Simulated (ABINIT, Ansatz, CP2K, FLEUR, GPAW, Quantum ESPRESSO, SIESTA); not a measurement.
## Code comparison for SnO₂ (P4_2/mnm, 6 atoms in the cell)

Self-consistent single point.

```
SnO2
1.0
    4.87775     0.00000     0.00000
    0.00000     4.87775     0.00000
    0.00000     0.00000     3.28352
Sn O
2 4
Cartesian
  2.43887   2.43887   1.64176
  0.00000   0.00000   0.00000
  0.94643   3.93132   1.64176
  3.93132   0.94643   1.64176
  3.38530   3.38530   0.00000
  1.49244   1.49244   0.00000
```

All programs got the same cell, k-point mesh and kind of occupations (some realise fixed ones as a very narrow smearing) (in Ansatz's words: kpoints.mp_grid.grid = 7 7 10; scf.occupations.method = fixed); potentials, basis and cutoffs are each program's usual ones.

```
code                                                                                                                                model  pressure (GPa)  largest force (eV/Å)  gap on the mesh (eV)  k-points           cutoff
----------------  -----------------------------------------------------------------------------------------------------------------------  --------------  --------------------  --------------------  --------  ---------------
SIESTA            GGA PBE, numerical atomic orbitals TZP, PseudoDojo PBE standard norm-conserving potentials (rewritten from UPF to PSML)           -3.28                 0.270                 0.009       249      grid 350 Ry
FLEUR                                                                        PBE, all-electron FLAPW (FLEUR), scalar-relativistic valence               –                 0.231                 0.268        60  Kmax 4.5 1/bohr
ABINIT                                                                                                        PBE, PAW (JTH v2.0 PBE PAW)           -6.96                 0.198                 0.286        60           653 eV
Quantum ESPRESSO                                                                           PBE, GBRV 1.5 ultrasoft (PBE) pseudopotentials           -5.71                 0.188                 0.296        60            40 Ry
Ansatz                                                                                                                     PBE, PAW files           -6.33                 0.192                 0.291        60           420 eV
GPAW                                                                                         PBE, GPAW PAW datasets PBE (gpaw-data 1.0.1)               –                 0.205                 0.324        60           950 eV
CP2K                                                              PBE, GPW, DZVP-MOLOPT-SR-GTH basis, GTH-PBE potentials (GTH_POTENTIALS)           -2.36                 0.306                 0.110       246      grid 450 Ry
```

A dash marks a value that a program does not give, or that is left out as unsure.

Gaps are read on the mesh.

The spread over the programs that give each value: pressure within 4.60 GPa; largest force within 0.118 eV/Å; gap on the mesh within 0.315 eV.

The starting cell comes from a database of computed structures (which also holds hypothetical and non-ambient phases and stackings), without a prior relaxation at this level. Its lattice was rescaled by a random factor within 2.5 % of one. On Ansatz's run: In the base run, with a pressure of about -6 GPa the cell is away from its equilibrium volume at this level.

Why do the programs differ, and what cannot be compared?

Differences of this kind can come from the potentials, where these differ, and from what each basis and cutoff leave unconverged. The valence holds different numbers of electrons (SIESTA 52, FLEUR 52, ABINIT 52, Quantum ESPRESSO 52, Ansatz (a program for electronic structure) 52, GPAW 52, CP2K 32). The zero of total energies and Fermi levels follows the potentials and each program's conventions, so they are not compared here. SIESTA and CP2K use small atom-centred bases, whose incompleteness enters pressures, forces and empty levels differently from a plane-wave cutoff. FLEUR treats all electrons, but the usual bases taken here (sphere radii, linearisation, local orbitals, empty states) were not tested for convergence, so the values are no reference for the others. Ansatz's pressure is given at a fixed set of plane waves, as the other plane-wave codes print theirs; with its correction for the finite basis it is -5.99 GPa (the shift of 0.34 GPa shows how far the cutoff is from converged). The pressure of GPAW is left out: its cutoff lies under the one at which its stress was checked. The programs reduce the same mesh by symmetry to different extents, which changes the work and not the result. In the pressure, SIESTA (by 3.05) and CP2K (by 3.97) lie more than 1 GPa from the median of the plane-wave programs. In the gap, SIESTA (by 0.284) and CP2K (by 0.184) lie more than 0.12 eV from the median of the plane-wave programs. In the force vectors, CP2K (by 0.111) lies more than 0.08 eV/Å from the median of the plane-wave programs.

Keys are those of Ansatz 0.2.
